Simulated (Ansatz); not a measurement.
## Effect of uniaxial strain ε_xx = +2.50 % on WC

The reference is WC (space group P-6m2, No. 187; a = 2.8843 Å, c = 2.8115 Å; relaxed with 0.1 eV smearing). Axes: x lies along a and z along c of the hexagonal cell.

Now apply this change: the cell is stretched by 2.50 % along x with no lateral relaxation, atoms relaxed at fixed cell.

All numbers come from LDA (Ansatz, a program for electronic structure, PAW, without spin-orbit coupling). k-mesh 23×23×20 (Γ-centred); smearing 0.1 eV (Fermi–Dirac).

```json
[
 {"quantity": "volume per atom", "base": "10.13 Å³", "changed": "10.38 Å³", "shift": "+0.25 Å³"},
 {"quantity": "space group", "base": "P-6m2 (No. 187)", "changed": "Amm2 (No. 38)", "shift": "–"},
 {"quantity": "energy relative to the base (free energy F)", "base": "0 meV/atom", "changed": "+14 meV/atom", "shift": "+14 meV/atom"},
 {"quantity": "pressure (mean of the normal stresses, compression positive)", "base": "0.0 GPa", "changed": "-9.3 GPa", "shift": "-9.3 GPa"},
 {"quantity": "band gap", "base": "zero", "changed": "zero", "shift": "–"},
 {"quantity": "stress (xx, yy, zz, yz, xz, xy; compression positive)", "base": "–", "changed": "(-17.3, -6.0, -4.6, 0.0, 0.0, 0.0) GPa", "shift": "–"}
]
```

No phonon test of stability was made. The final runs are not spin-polarised.
